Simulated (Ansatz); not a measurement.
```yaml
crystal:
  lattice:
    - [5.44234, 0.00000, 0.00000]
    - [-2.72117, 4.71321, 0.00000]
    - [0.00000, 0.00000, 4.32569]
  atoms:
    - { symbol: Ru, position: [0.16639, 0.33277, 0.25000] }
    - { symbol: Ru, position: [0.83361, 0.66723, 0.75000] }
    - { symbol: Ru, position: [0.83361, 0.16639, 0.75000] }
    - { symbol: Ru, position: [0.16639, 0.83361, 0.25000] }
    - { symbol: Ru, position: [0.66723, 0.83361, 0.25000] }
    - { symbol: Ru, position: [0.33277, 0.16639, 0.75000] }
    - { symbol: W, position: [0.33333, 0.66667, 0.75000] }
    - { symbol: W, position: [0.66667, 0.33333, 0.25000] }
```

WRu₃ (P6_3/mmc), PBEsol, DFPT electron-phonon coupling, linearised Boltzmann equation (plane waves, PAW, scalar-relativistic; Ansatz, a program for electronic structure): the phonon-limited resistivity at 300 K is 30.7 μΩ·cm (x, the basal plane), 30.7 μΩ·cm (y, the basal plane), 15.1 μΩ·cm (z, c). Third figures are kept for the arithmetic.

Problem. Bound the resistivity of a random, dense polycrystal without boundary scattering, and give the anisotropy.

Solution. Largest over smallest: 2.0. Upper bound, grains in series: (30.7 + 30.7 + 15.1)/3 = 26 μΩ·cm. Lower bound, grains side by side: 3/Σ(1/ρ) = 23 μΩ·cm. The best single-crystal direction lies 34 % under the lower bound.

A metal at this level (no band gap). Only scattering by harmonic phonons is included (no impurities, grain boundaries, electron-electron scattering or thermal expansion). Spin-orbit coupling is left out, which matters with elements this heavy. Halving the electron mesh (20x20x20) moves the resistivity by up to 6 % at 300 K, the mean free path by up to 10 %. Smearing 0.20 eV; phonons on a 3x3x3 q mesh, which this run doesn't test.

Computed structure with no diffraction record at hand here (it may be known, metastable or hypothetical): WRu3 (P6_3/mmc).
